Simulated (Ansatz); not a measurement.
System: C11b MoSi₂. Method: rVV10 (PAW; Ansatz, a quantum-chemistry and plane-wave program).

Numerical settings: plane-wave cutoff 500 eV, 18×18×18 k mesh, Fermi–Dirac smearing 0.05 eV, no spin polarisation, scalar-relativistic PAW data made under PBE.

Computed at the level's own relaxed cell.

Give the computed volume per atom, equilibrium lattice constant a and c axis length.


- volume per atom: 13.73 Å³/atom
- equilibrium lattice constant a: 3.229 Å
- c axis length: 7.905 Å

Measured, for comparison: lattice constant a 3.205 Å, lattice parameter c 7.845 Å (temperature not stated, not corrected to a static lattice; as tabulated in Pavlosiuk et al. (2022), arXiv:2202.05362). Computed (rounded) less measured: lattice constant a +0.7 %, lattice parameter c +0.8 %.

Static lattice: no zero-point or thermal effects.
